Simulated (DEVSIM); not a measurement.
Structure: Schottky contact on n-type GaN, at 300 K.

```tsv
layer (left to right)	material	thickness (μm)	Nd (cm⁻³)	τn (s)	τp (s)
1	GaN	0.540	4.9e15	6.2e-9	6.2e-10
```

Left contact: Schottky, work function 5.41 eV, emission velocity 3.9e6 cm/s. Right contact: ohmic. Voltage is applied to the left contact. Recombination: SRH at mid-gap. Mobility is constant in doping.

The device is made up for the run: typed textbook-type constants, with dimensions and the other settings drawn at random. Values at 300 K.

```tsv
parameter	GaN
gap (eV)	3.43
affinity (eV)	4.1
permittivity	9.5
Nc (cm⁻³)	2.3e18
Nv (cm⁻³)	4.6e19
μn (cm²/Vs)	1200
μp (cm²/Vs)	100
```

Model (solved in DEVSIM): 1D drift-diffusion, Boltzmann statistics, complete ionisation; no tunnelling, impact ionisation, image-force lowering or self-heating. Metal contacts follow the ideal Schottky-Mott rule: no Fermi-level pinning, no interface dipoles.

Q: Tabulate band edges, carrier densities and field at 1.15 V on the left contact.

A: Energies count from the Fermi level of the right contact; mesh points crowd at the junctions.

```
x (μm)    Ec (eV)  Ev (eV)  n (cm⁻³)  p (cm⁻³)  field (V/cm)
--------  -------  -------  --------  --------  ------------
0.000       0.160   -3.270    9.3e14     < 1e2         -5000
0.006596    0.157   -3.273    1.1e15     < 1e2         -4500
0.01333     0.154   -3.276    1.3e15     < 1e2         -4100
0.02326     0.150   -3.280    1.7e15     < 1e2         -3400
0.04044     0.145   -3.285    2.3e15     < 1e2         -2500
0.05712     0.142   -3.288    2.8e15     < 1e2         -1700
0.07416     0.139   -3.291    3.3e15     < 1e2         -1100
0.1089      0.137   -3.293    4.0e15     < 1e2          -290
0.1427      0.137   -3.293    4.4e15     < 1e2           140
0.1772      0.138   -3.292    4.7e15     < 1e2           380
0.2280      0.140   -3.290    4.8e15     < 1e2           530
0.3012      0.144   -3.286    4.9e15     < 1e2           600
0.3542      0.148   -3.282    4.9e15     < 1e2           610
0.3901      0.150   -3.280    4.9e15     < 1e2           610
0.4354      0.153   -3.277    4.9e15     < 1e2           610
0.4616      0.154   -3.276    4.9e15     < 1e2           620
0.4793      0.155   -3.275    4.9e15     < 1e2           620
0.4967      0.156   -3.274    4.9e15     < 1e2           620
0.5146      0.157   -3.272    4.9e15     < 1e2           620
0.5250      0.158   -3.272    4.9e15     < 1e2           620
0.5320      0.159   -3.272    4.9e15     < 1e2           620
0.5400      0.159   -3.271    4.9e15     < 1e2           620
```
